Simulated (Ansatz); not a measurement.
Abridged Ansatz (a quantum-chemistry and plane-wave program) output:

```
Pseudopotential: Ni, paw, valence charge 18
Pseudopotential: Si, paw, valence charge 4
Crystal: 3 atoms, lattice volume = 39.157 Å³
Basis set: ecut = 420 eV, 749 PW (Γ), exchange–correlation on 54×54×54 points (8 copies of the dense FFT grid, shifted against one another)
Bands: 17, of which v1, the nominal top of the filled ones, is band 13 counted from 1 (12 counted from 0)
Symmetry: 48 space group operations
k-points: 120 of 3375
Functional: x = pbesol(κ = 0.804, μ = 0.12345679012345678), c = pbesol(β = 0.046)
SCF iter   1: F=—  HF=-7050.192657 eV  |F-HF|=—  |Δ(HF+E_count)|=         —  Δρ=8.44e-2  dr2=3.74e0  ethr=3.10e-3  ⟨swp⟩=6.0  Hψ=11020  notcnv=0
SCF iter   2: F=—  HF=-7049.681666 eV  |F-HF|=—  |Δ(HF+E_count)|=   5.11e-1  Δρ=3.94e-2  dr2=1.09e0  ethr=3.10e-3  ⟨swp⟩=2.1  Hψ=3554  notcnv=0  defer=2
SCF 1 converged in 10 iterations: F = -7049.331074 eV  dr2 = 6.78e-11
SCF converged after 10 iterations
Free energy (F): -7049.331074 eV
Internal energy: -7049.325109 eV  (E = F + TS)
E sigma→0 (E₀):  -7049.328091 eV
Entropy (-TS):   -0.005964 eV (-1.988 meV/atom)
Fermi energy:    13.270243 eV
--- Forces (eV/Å), atoms counted from 1 ---
  atom   1  Ni    -0.00000000    -0.00000000    -0.00000000
  atom   2  Si    -0.00000000     0.00000000     0.00000000
  atom   3  Si     0.00000000     0.00000000    -0.00000000
--- Stress (GPa, compression-positive) ---
       -0.060570       0.000000      -0.000000
       -0.000000      -0.060570      -0.000000
        0.000000      -0.000000      -0.060570
  P = ⅓ Tr σ = -0.0606 GPa (-0.606 kbar)
```

### Question
What was computed, and what are the main results?

### Answer
NiSi2, 3 atoms in the cell, with Ansatz PBEsol, no spin-orbit coupling, earlier PAW set. The last SCF converged to F = -7049.331074 eV, or -2349.7770 eV per atom, at a pressure of -0.06 GPa. The total energy compares only with runs of the same code, potentials and settings.

Stability against distortions was not tested. Starting moments died away, wholly or in part, for ↑↓ start, q = (0, 0, 1/2), 6 atoms; another magnetic solution may exist. The final runs are not spin-polarised. The cell was made from NiSi₂ (space group Fm-3m, No. 225; non-magnetic) by this change: ↑↓ start, q = (0, 0, 1/2), 6 atoms.
